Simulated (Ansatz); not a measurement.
# ScOF (P4/nmm, No. 129, 6 atoms in the cell; start mp-989178)

Level of theory: r²SCAN (plane waves, PAW; Ansatz, a first-principles code).

Settings: plane-wave cutoff 560 eV, 10×10×8 k mesh (along the axes of the cell as run), Fermi–Dirac smearing 0.01 eV, scalar-relativistic PAW data made under PBE.

Cell (relaxed with PBEsol):

```xyz
6
Lattice="3.5775 0.0000 0.0000 0.0000 3.5775 0.0000 0.0000 0.0000 5.0944" Properties=species:S:1:pos:R:3 pbc="T T T"
Sc     1.7887     0.0000     3.6029
Sc     0.0000     1.7887     1.4915
O      0.0000     0.0000     2.5472
O      1.7887     1.7887     2.5472
F      1.7887     1.7887     0.0000
F      0.0000     0.0000     0.0000
```

```yaml
band_gap: 4.96 eV (indirect)
smallest_direct_gap_on_the_k_points_sampled: 5.06 eV
"Γ–Γ gap": 5.20 eV
```

Note: cell and atoms aren't relaxed at this level (largest force component 0.12 eV/Å, pressure 2.2 GPa).

The computed numbers hold no vibrational or temperature effects.

The result took roughly 29 core-seconds.

A start named mp-… is a Materials Project structure, which need not be a measured phase.
